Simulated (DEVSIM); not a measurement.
Structure: Pt/SiO2/p-Si capacitor, at 300 K.

Layer 1 from the left is SiO2, thickness (nm) 1.70. Layer 2 from the left is Si, thickness (nm) 1100, Na (cm⁻³) 2.6e17.

Metal gate on the left, work function 5.6 eV. Fixed charge at the semiconductor interface -4.3e10 cm⁻² (in units of +e); interface traps 6.7e11 cm⁻² eV⁻¹, uniform in energy, neutral level at 0.5 of the gap above the valence band.

Constants are typed, rounded textbook-type inputs, not results; the design itself was drawn at random and stands for no fabricated device. Values at 300 K.

SiO2: gap (eV) 9, affinity (eV) 0.9, permittivity 3.9. Si: gap (eV) 1.124, affinity (eV) 4.05, permittivity 11.7, Nc (cm⁻³) 2.86e19, Nv (cm⁻³) 3.1e19.

DEVSIM, 1D Poisson equation in equilibrium, Boltzmann statistics, complete ionisation; no quantum confinement or tunnelling. Metal contacts follow the ideal Schottky-Mott rule: no Fermi-level pinning, no interface dipoles.

Task: What does the simulation give for the flat-band voltage, the threshold voltage (band bending 2φF)?

Result: flat-band voltage 0.53 V; threshold voltage (band bending 2φF) 1.59 V.
